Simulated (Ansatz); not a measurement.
Data:

```xyz
1
Lattice="0.0000 2.4671 2.3931 2.4671 0.0000 2.3931 2.4671 2.4671 0.0000" Properties=species:S:1:pos:R:3 pbc="T T T"
Pb     0.0000     0.0000     0.0000
```

No spin polarisation.

The values are results of PBEsol in Ansatz (plane waves to 420 eV, PAW, no SOC), not measurements. Γ-centred 23×23×23 mesh, Fermi–Dirac width 0.1 eV.

### Question
Predict the band gap, space group and stress.

### Answer
* **Band gap**: zero
* **Space group**: I4/mmm (No. 139)
* **Stress (xx, yy, zz, yz, xz, xy; compression positive)**: (1.4, 1.4, 1.9, 0.0, 0.0, 0.0) GPa

The cells carry an imposed strain or load. Whether these cells are dynamically stable was not tested. The cell was made from Pb in the fcc (Cu type) structure (space group Fm-3m, No. 225) by this change: uniaxial strain ε_zz = −3.00 %.

Ansatz is a program for electronic structure.
